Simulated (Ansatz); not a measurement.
Worked example: zone-centre phonon calculation of CuAu (P4/mmm, 2 atoms in the cell) in Ansatz (a program for electronic structure).

Method of the run: PBEsol, default PAW files made with PBE (plane waves; Ansatz).

```
CELL_PARAMETERS angstrom
      2.81400     0.00000     0.00000
      0.00000     2.81400     0.00000
      0.00000     0.00000     3.68835
ATOMIC_POSITIONS crystal
  Cu 0.00000 0.00000 0.00000
  Au 0.50000 0.50000 0.50000
```

Reference input (self-consistent single point, DFT, PBEsol, plane waves, default PAW files made with PBE): basis.ecutwfc = 420 eV; kpoints.mp_grid.grid = 12 12 9; hamiltonian.xc = pbesol; hamiltonian.pseudopotentials = {kind: paw} (the program's default PAW files); scf.occupations.method = fermi_dirac; scf.occupations.width = 0.1 eV. This run's input differs from it in these lines:

Ansatz 0.2 input:
```diff
@@ -9,3 +9,3 @@
 basis:
-  ecutwfc: 420.0 eV
+  ecutwfc: 295.0 eV
 kpoints:
@@ -21,6 +21,4 @@
     width: 0.1 eV
-output:
-  forces: true
-  eigenvalues: true
-  stress: true
+phonons:
+  method: dfpt
```

Output, abridged:

```
SCF iter   1: F=—  HF=-19595.562249 eV  |F-HF|=—  |Δ(HF+E_count)|=         —  Δρ=2.19e-2  dr2=7.57e-2  ethr=1.77e-3  ⟨swp⟩=4.7  Hψ=20507  notcnv=0
all-band conjugate gradients solve this SCF's bands
preconditioner: auto → Kerker (q_TF=auto, 2.851 Å⁻¹)
SCF iter   2: F=—  HF=-19595.519139 eV  |F-HF|=—  |Δ(HF+E_count)|=   4.31e-2  Δρ=8.43e-3  dr2=1.32e-2  ethr=1.99e-4  ⟨swp⟩=2.0  Hψ=12718  notcnv=0  defer=8
   [... lines left out ...]
SCF iter   9: F=—  HF=-19595.516888 eV  |F-HF|=—  |Δ(HF+E_count)|=  5.82e-11  Δρ=3.29e-7  dr2=3.34e-11  ethr=1.00e-12  ⟨swp⟩=2.0  Hψ=9626  notcnv=0  defer=8
SCF iter  10: F=-19595.516888 eV  HF=-19595.516888 eV  |F-HF|=3.64e-12  |Δ(HF+E_count)|=  1.09e-11  Δρ=7.29e-8  dr2=1.55e-12  ethr=1.00e-12  ⟨swp⟩=5.1  Hψ=22764  notcnv=0
the search or the solves at the SCF's close seem to have found levels that the self-consistency loop had missed (the run counts 2) …
SCF 1 converged in 10 iterations: F = -19595.516888 eV  dr2 = 1.55e-12
DFPT response loops at Γ: preconditioner auto → Kerker (q_TF=auto, 2.851 Å⁻¹) (partly filled bands, converged f_vac=0.000) …
Free energy (F): -19595.516888 eV
Internal energy: -19595.495191 eV  (E = F + TS)
E sigma→0 (E₀):  -19595.506040 eV
Entropy (-TS):   -0.021696 eV (-10.848 meV/atom)
Fermi energy:    18.635395 eV
--- Phonons (Γ-DFPT): 4 representative perturbations + reference, on 245 of 1296 k-points (Σ response iterations 18) ---
  k mesh reduced under 8 symmetry operations, with k and −k counted as one. Each operation leaves every solved displacement unchanged or reverses it
  ASR residual: 2.622e-4 → 0.000e0 eV/Å²; symmetrization residual: 3.702e-5 eV/Å²
  ASR residual per site (eV/Å²): 2.43e-4 2.62e-4
  Γ frequencies (cm⁻¹): 0.00 0.00 0.00 144.45 144.45 201.32
  non-analytic LO–TO correction: not included (Born effective charges unavailable; polar crystals: no LO–TO splitting at Γ)
```

The run converged in 10 iterations. 

Summary of the result:
```
Item                                                                      Result
--------------------------------------------------------  ----------------------
Free energy E − TS (on the zero of these files)                   -19595.5169 eV
Fermi level (on the code's own zero)                                    18.64 eV
Zone-centre frequencies (cm⁻¹; negative means imaginary)  0, 0, 0, 144, 144, 201
```

The starting cell has typed, rounded lattice constants, without a prior relaxation at this level. Its lattice was rescaled by up to half a per cent. Spin polarisation is off. The cutoff lies below the one recommended for these files.
